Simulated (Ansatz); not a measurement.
# Carrier properties of LiF under load (space group I4/mmm)

Data:

```
CELL_PARAMETERS angstrom
      0.00000     1.95870     2.03890
      1.95870     0.00000     2.03890
      1.95870     1.95870     0.00000
ATOMIC_POSITIONS crystal
  Li 0.00000 0.00000 0.00000
  F  0.50000 0.50000 0.50000
```

All values below come from r2SCAN, rigid bands (plane waves, PAW, scalar-relativistic; Ansatz, a first-principles code). Condition of this run: biaxial stress in (001) of 3.6 GPa (compression positive) (the target of the relaxation). How the cell was made: cell and atoms relaxed with PBEsol, then loaded as said.

```yaml
band_gap: 10.41 eV
electron conductivity mass (300 K, dilute): 0.91 mₑ
hole conductivity mass (300 K, dilute): 3.8 (x), 3.8 (y), 3.6 (z) mₑ
effective density of states N_c (300 K): 2.2e19 cm⁻³
effective density of states N_v (300 K): 3.9e20 cm⁻³
density_of_states_mass_electrons: 0.92 mₑ
density_of_states_mass_holes: 6.2 mₑ
Seebeck coefficient, n-type 1e19 cm⁻³, 300 K: -284 μV/K
best n-type power factor at 300 K for τ = 10 fs (best axis; densities from 1e16 to 1e21 cm⁻³ tried, whether or not they can be reached): 3.9 μW/(cm·K²) at 1e20 cm⁻³
Seebeck coefficient, p-type 1e19 cm⁻³, 300 K: 616 μV/K
```

Rigid bands; masses and Seebeck coefficients take one relaxation time τ for all states and one kind of carrier; polarons and phonon drag are left out. Spin-orbit coupling is left out. Geometry: cell and atoms relaxed with PBEsol.
